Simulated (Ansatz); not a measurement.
An Ansatz (an electronic-structure program) input (Kohn–Sham DFT with the PBEsol functional, run in Ansatz with PAW and 420 eV plane waves, no SOC, earlier PAW set):

Ansatz 0.2 input:
```yaml
crystal:
  lattice:
    - [0, 2.7551313265, 2.7551313265]
    - [2.7551313265, 0, 2.7551313265]
    - [2.7551313265, 2.7551313265, 0]
  atoms:
    - { symbol: Ir, position: [0.75, 0.75, 0.75] }
    - { symbol: Ga, position: [0, 0, 0] }
basis: { ecutwfc: 420, ecutrho_ratio: 4, xc_grid: 2, fft_grid_basis: typed }
kpoints: { mp_grid: { grid: [15, 15, 15] } }
hamiltonian:
  xc: pbesol
  dispersion: none
  pseudopotentials: { azcp: { folder: ./paw }, kind: paw }
scf: { occupations: { method: fermi_dirac, width: 0.05 }, convergence: { dr2_threshold: 0.0000000002 } }
output: { forces: true, stress: true }
checkpoint: { write: state.ck, write_every: 1000 }
```

Q: Which symmetry and how many k-points will the program report, and about how many plane waves at Γ?

A: Space group F-43m (ITA 216) with 24 operations, k-points 120 of 3375, and 869 plane waves at Γ.

Whether these cells are dynamically stable was not tested. The final runs are not spin-polarised. The cell was made from GaSb by this change: Sb → Ir; the result is a hypothetical phase, not in the database extracts checked.
